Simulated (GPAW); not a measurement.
Worked example: self-consistent single point of BiSbPd₂ (P-6m2, 4 atoms in the cell) in GPAW.

Method of the run: LDA (Perdew-Wang 92), GPAW PAW datasets LDA (gpaw-data 1.0.1) (plane waves; GPAW).

```xyz
4
Lattice="4.1344 0.0000 0.0000 -2.0672 3.5805 0.0000 0.0000 0.0000 5.6168" Properties=species:S:1:pos:R:3 pbc="T T T"
Sb     2.0672     1.1935     0.0000
Bi     0.0000     0.0000     2.8084
Pd     0.0000     2.3870     4.2492
Pd     0.0000     2.3870     1.3676
```

Reference input (self-consistent single point, DFT PBEsol, plane waves, GPAW PAW datasets PBEsol (made by gpaw-setup)): mode = pw; ecut = 600 eV; xc = PBEsol; kpts = 6 6 4; mesh shift (steps) = 0 0 0; occupations.name = fermi-dirac; occupations.width = 0.1 eV; nbands = -12; convergence.density = 1e-05 e/electron; symmetry.symmorphic = false; symmetry.tolerance = 0.0005; maxiter = 150. This run's input differs from it in these lines:

```diff
@@ -15,3 +15,3 @@
 calc = GPAW(mode=PW(600),
-            xc='PBEsol',
+            xc='LDA',
             kpts={'size': (6, 6, 4), 'gamma': True},
```

Its files differ too (potentials: GPAW PAW datasets LDA (gpaw-data 1.0.1)).

Output (repeated stretches shortened):

```
     iter     time        total  log10-change:
                         energy   eigst   dens
iter:   1 --:--:--   -26.294852
iter:   2 --:--:--   -24.953891   -0.79  -1.30
iter:   3 --:--:--   -22.702589   -0.78  -1.37
iter:   4 --:--:--   -22.813020   -2.28  -1.68
iter:   5 --:--:--   -22.543641   -1.94  -1.67
iter:   6 --:--:--   -22.559562   -2.33  -2.39
iter:   7 --:--:--   -22.554365c  -3.63  -2.43
iter:   8 --:--:--   -22.528890c  -3.09  -2.45
iter:   9 --:--:--   -22.527172c  -3.74  -2.90
iter:  10 --:--:--   -22.527309c  -4.86  -3.30
iter:  11 --:--:--   -22.527327c  -5.54  -3.42
iter:  12 --:--:--   -22.527299c  -5.00  -3.44
iter:  13 --:--:--   -22.527294c  -6.27  -3.72
iter:  14 --:--:--   -22.527294c  -6.80  -3.83
iter:  15 --:--:--   -22.527293c  -6.66  -3.84
iter:  16 --:--:--   -22.527293c  -7.58c -4.19
iter:  17 --:--:--   -22.527288c  -7.47c -4.33
iter:  18 --:--:--   -22.527281c  -7.78c -4.47
iter:  19 --:--:--   -22.527277c  -7.98c -4.58
iter:  20 --:--:--   -22.527274c  -7.50c -4.67
iter:  21 --:--:--   -22.527274c  -8.52c -5.03c
Converged after 21 iterations.

Dipole moment: (-0.072848, 0.042059, 0.000000) |e|*Ang

Energy contributions relative to reference atoms: (reference = -1034866.940176)

Kinetic:        +16.126954
Potential:      -21.826225
External:        +0.000000
XC:             -15.028710
Entropy (-ST):   -0.072049
Local:           -1.763267
SIC:             +0.000000
--------------------------
Free energy:    -22.563299
Extrapolated:   -22.527274

Showing only first 2 kpts
 Kpt  Band  Eigenvalues  Occupancy
  0    29      9.57034    0.00089
  0    30      9.57035    0.00089
  0    31     11.70540    0.00000
  0    32     11.89257    0.00000

  1    29     10.04343    0.00001
  1    30     10.18299    0.00000
  1    31     10.18300    0.00000
  1    32     11.89870    0.00000

Fermi level: 8.79890

No gap
No difference between direct/indirect transitions
Energy (eV): -22.527274

Forces in eV/Ang:
  0 Sb    0.00000    0.00000    0.00000
  1 Bi    0.00000    0.00000    0.00000
  2 Pd   -0.00000    0.00000    0.00066
  3 Pd   -0.00000   -0.00000   -0.00066

Stress tensor:
     0.007071     0.000000     0.000000
     0.000000     0.007071     0.000000
     0.000000     0.000000     0.007109
Stress (GPa, Voigt): [1.133 1.133 1.139 0.    0.    0.   ]
```

The run converged in 21 iterations. GPAW prints stress with tension positive. Against the reference run the pressure goes from 2.00 to -1.13 GPa and the largest force goes from 0.017 to 0.001 eV/Å.

The starting cell comes from a database of computed structures (which also holds hypothetical and non-ambient phases and stackings), without a prior relaxation at this level. Its lattice was rescaled by a random factor within 2.5 % of one. Spin polarisation is off.

Cost on one core of a shared machine: roughly 30 s.
